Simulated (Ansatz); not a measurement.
Consider InP in the zinc blende structure (space group F-43m, No. 216).

```
InP
1.0
    0.00000     2.97976     2.97976
    2.97976     0.00000     2.97976
    2.97976     2.97976     0.00000
In P
1 1
Direct
  0.00000   0.00000   0.00000
  0.25000   0.25000   0.25000
```

Method: PBE/PAW in Ansatz (an electronic-structure program), scalar-relativistic without spin-orbit coupling.

Base values:

The pressure comes out as 0.00 GPa and the gap character is direct at Γ.

The change: an isotropic linear strain of +1.50 %, atoms relaxed at fixed cell.

Question: What happens to the mean gap deformation potential ΔEg/Δln V, pressure and gap character?

Answer: The mean gap deformation potential ΔEg/Δln V amounts to -5.4 eV; the pressure goes from zero to -2.38 GPa; the gap character remains direct at Γ.

Stability against distortions was not tested. A zero or small gap of InP under isotropic strain +1.50 % can be the functional's error rather than a property of the material.
